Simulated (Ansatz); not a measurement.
An Ansatz (a program for electronic structure) run: TaSi2 with a change (isotropic strain +4.72 %); PBE, PAW, 420 eV (Ansatz; without spin-orbit coupling), earlier PAW set.

Input:

Ansatz 0.2 input:
```yaml
crystal:
  lattice:
    - [5.0306276608, 0, 0]
    - [-2.5153138304, 4.3566513512, 0]
    - [0, 0, 6.9159573622]
  atoms:
    - { symbol: Ta, position: [0.5, 0, 0] }
    - { symbol: Ta, position: [0.5, 0.5, 0.3333333333] }
    - { symbol: Ta, position: [0, 0.5, 0.6666666667] }
    - { symbol: Si, position: [0.1590272947, 0.3180545894, 0] }
    - { symbol: Si, position: [0.8409727053, 0.1590272947, 0.3333333333] }
    - { symbol: Si, position: [0.6819454106, 0.8409727053, 0.6666666667] }
    - { symbol: Si, position: [0.8409727053, 0.6819454106, 0] }
    - { symbol: Si, position: [0.1590272947, 0.8409727053, 0.3333333333] }
    - { symbol: Si, position: [0.3180545894, 0.1590272947, 0.6666666667] }
basis: { ecutwfc: 420, ecutrho_ratio: 4, xc_grid: 2, fft_grid_basis: typed }
kpoints: { mp_grid: { grid: [11, 11, 7] } }
hamiltonian:
  xc: pbe
  dispersion: none
  pseudopotentials: { azcp: { folder: ./paw }, kind: paw }
scf: { occupations: { method: fermi_dirac, width: 0.05 }, convergence: { dr2_threshold: 0.0000000009 } }
relax: { f_tol: 0.005, max_steps: 50 }
output: { forces: true, stress: true }
checkpoint: { write: state.ck, write_every: 1000 }
```

Output (explanatory and most iteration lines left out):

```
Relaxation: its limit of steps is 50 (relax.max_steps)
Pseudopotential: Ta, paw, valence charge 13
Pseudopotential: Si, paw, valence charge 4
Crystal: 9 atoms, lattice volume = 151.575 Å³
Basis set: ecut = 420 eV, 3005 PW (Γ), exchange–correlation on 72×72×96 points (8 copies of the dense FFT grid, shifted against one another)
Bands: 41, of which v1, the nominal top of the filled ones, is band 32 counted from 1 (31 counted from 0)
Symmetry: 12 space group operations
Space group: P6222 (ITA 180), of the structure as read, at distance tolerance 5.3e-5 Å
k-points: 64 of 847 (time reversal used)
Functional: x = pbe(κ = 0.804, μ = 0.2195149727645171), c = pbe(β = 0.06672455060314922)
SCF iter   1: F=—  HF=-33617.980530 eV  |F-HF|=—  |Δ(HF+E_count)|=         —  Δρ=3.20e-2  dr2=1.50e0  ethr=3.10e-3  ⟨swp⟩=6.9  Hψ=12350  notcnv=0  defer=2
SCF iter   2: F=—  HF=-33617.735448 eV  |F-HF|=—  |Δ(HF+E_count)|=   2.45e-1  Δρ=2.03e-2  dr2=6.17e-1  ethr=2.37e-3  ⟨swp⟩=1.9  Hψ=3316  notcnv=0  defer=75
SCF 1 converged in 8 iterations: F = -33617.562842 eV  dr2 = 4.53e-10
relax step   1: F+E_penalty+E_count = -33617.56284171 eV  Δ(F+E_penalty+E_count) = +0.000e0 eV  max|allowed force component| = 4.511e-2 eV/Å  Δτ_max = 0.0000 Å  (8 SCF iters, accepted)
Crystal: 9 atoms, lattice volume = 151.575 Å³
SCF iter   1: F=—  HF=-33617.563657 eV  |F-HF|=—  |Δ(HF+E_count)|=         —  Δρ=3.20e-4  dr2=2.23e-4  ethr=3.33e-7  ⟨swp⟩=2.4  Hψ=8080  notcnv=0  defer=152
SCF iter   2: F=—  HF=-33617.563623 eV  |F-HF|=—  |Δ(HF+E_count)|=   3.36e-5  Δρ=1.95e-4  dr2=8.01e-5  ethr=3.33e-7  ⟨swp⟩=1.0  Hψ=2470  notcnv=0  defer=152
SCF 2 converged in 6 iterations: F = -33617.563540 eV  dr2 = 1.20e-10
relax step   2: F+E_penalty+E_count = -33617.56353954 eV  Δ(F+E_penalty+E_count) = -6.978e-4 eV  max|allowed force component| = 1.324e-2 eV/Å  Δτ_max = 0.0074 Å  (6 SCF iters, accepted)
Crystal: 9 atoms, lattice volume = 151.575 Å³
SCF iter   1: F=—  HF=-33617.563682 eV  |F-HF|=—  |Δ(HF+E_count)|=         —  Δρ=7.39e-5  dr2=1.19e-5  ethr=1.89e-7  ⟨swp⟩=2.2  Hψ=4960  notcnv=0  defer=153
SCF iter   2: F=—  HF=-33617.563607 eV  |F-HF|=—  |Δ(HF+E_count)|=   7.59e-5  Δρ=4.53e-5  dr2=4.45e-6  ethr=1.88e-8  ⟨swp⟩=1.0  Hψ=3136  notcnv=0  defer=153
SCF 3 converged in 5 iterations: F = -33617.563607 eV  dr2 = 5.81e-11
relax step   3: F+E_penalty+E_count = -33617.56360657 eV  Δ(F+E_penalty+E_count) = -6.703e-5 eV  max|allowed force component| = 1.225e-4 eV/Å  Δτ_max = 0.0017 Å  (5 SCF iters, accepted)
SCF converged after 5 iterations
Free energy (F): -33617.563607 eV
Internal energy: -33617.530217 eV  (E = F + TS)
E sigma→0 (E₀):  -33617.546912 eV
Entropy (-TS):   -0.033390 eV (-3.710 meV/atom)
Fermi energy:    12.668705 eV
--- Forces (eV/Å), atoms counted from 1 ---
  atom   1  Ta     0.00000000     0.00000000     0.00000000
  atom   2  Ta    -0.00000000     0.00000000    -0.00000000
  atom   3  Ta     0.00000000    -0.00000000     0.00000000
  atom   4  Si     0.00000000     0.00012246     0.00000000
  atom   5  Si    -0.00010606     0.00006123    -0.00000000
  atom   6  Si    -0.00010606    -0.00006123     0.00000000
  atom   7  Si    -0.00000000    -0.00012246     0.00000000
  atom   8  Si     0.00010606    -0.00006123    -0.00000000
  atom   9  Si     0.00010606     0.00006123     0.00000000
--- Stress (GPa, compression-positive) ---
      -17.605677      -0.000000       0.000000
       -0.000000     -17.605677      -0.000000
        0.000000      -0.000000     -21.562973
  P = ⅓ Tr σ = -18.9248 GPa (-189.248 kbar)
--- Relaxed structure (3 steps of the walk, 3 accepted, 0 SCFs on fresh bases) ---
  atoms:
    - { symbol: Ta, position: [0.5, 8.295378606803136e-21, 6.059437150977729e-36] }
    - { symbol: Ta, position: [0.5, 0.5, 0.33333333333333337] }
    - { symbol: Ta, position: [0.0, 0.5, 0.6666666666666667] }
    - { symbol: Si, position: [0.15967623663664876, 0.3193524732732975, -9.02469362911578e-37] }
    - { symbol: Si, position: [0.8403237633633514, 0.15967623663664876, 0.33333333333333337] }
    - { symbol: Si, position: [0.6806475267267025, 0.8403237633633512, 0.6666666666666667] }
    - { symbol: Si, position: [0.8403237633633512, 0.6806475267267025, 1.070070816023727e-35] }
    - { symbol: Si, position: [0.15967623663664876, 0.8403237633633512, 0.33333333333333337] }
    - { symbol: Si, position: [0.3193524732732976, 0.15967623663664876, 0.6666666666666667] }
```

Stability against distortions was not tested. The final runs are not spin-polarised. The cell was made from TaSi2 (space group P6_222, No. 180) by this change: isotropic strain +4.72 %.
